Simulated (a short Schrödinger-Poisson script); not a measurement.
System: symmetric double-gate stack, SiO2 on p-type Si(100), at 77 K.

| layer | material | thickness (nm) | Na (cm⁻³) |
|---|---|---|---|
| 1 | SiO2 | 2.1 | - |
| 2 | Si | 8 | 7e16 |
| 3 | SiO2 | 2.1 | - |

The device is made up for the run: typed textbook-type constants, with dimensions and the other settings drawn at random. SiO2: permittivity 3.9, conduction-band edge (eV) 3.15, gap (eV) 9, electron mass (mₑ) 0.5. Si: permittivity 11.7, conduction-band edge (eV) 0, gap (eV) 1.124, Nv at 300 K (cm⁻³) 3.1e19.

Channel valleys (confinement mass, in-plane density-of-states mass, number): Δ2 0.916, 0.19, 2; Δ4 0.19, 0.417, 4. At the gates, both at one voltage, the conduction-band edge of layer 1 lies 3.27 eV − eVg above the Fermi level of the channel. Gaps are held at their typed values at every temperature. Mesh 0.03 nm at interfaces.

From a short Schrödinger-Poisson script (our own, NumPy): 1D Poisson equation in equilibrium, electrons quantum, Hartree (BenDaniel-Duke, 12 states a valley, the channel's in-plane mass for all, wave functions free to enter the dielectric), parabolic valleys, classical holes, full ionisation, no traps, pinning or gate leakage.

Problem. List the lowest subbands of each valley and their electrons at Vg = 1.6 V.

Solution. 
| valley | subband | energy from the Fermi level (meV) | electrons (cm⁻²) | share (%) |
|---|---|---|---|---|
| Δ2 | 0 | -55.5 | 8.81e12 | 35.7 |
| Δ2 | 1 | -55.1 | 8.74e12 | 35.4 |
| Δ2 | 2 | 11.7 | 1.67e11 | 0.7 |
| Δ4 | 0 | -8.3 | 6.94e12 | 28.1 |
| Δ4 | 1 | 31.0 | 4.32e10 | 0.2 |
| Δ4 | 2 | 156.0 | < 1e6 | 0.0 |

All electrons: 2.47e13 cm⁻².
